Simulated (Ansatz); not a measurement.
## Rb under a change: Rb → Y

The reference is Rb in the bcc (W type) structure (space group Im-3m, No. 229; a = 5.749 Å).

The change: full substitution Rb → Y; the structure is relaxed again.

The values are results of plane-wave PAW DFT at the r2SCAN level (Ansatz, a quantum-chemistry and plane-wave program, 500 eV), scalar-relativistic without spin-orbit coupling, earlier PAW set, not measurements. k-mesh 16×16×16 (Γ-centred); smearing 0.05 eV (Fermi–Dirac), for the changed cell.

The volume per atom shrinks by 61.377 Å³ to 33.63 Å³ and the density increases by 2.90 g/cm³, from 1.49 g/cm³ to 4.39 g/cm³. The lattice parameter a shrinks by 1.682 Å to 4.067 Å and the space group stays Im-3m (No. 229). The band gap is still zero.

No phonon test of stability was made. As relaxed here, Y is a hypothetical phase, not in the database extracts checked. The final runs are not spin-polarised. Y has a high density of states at the Fermi level and may be magnetic at this level.
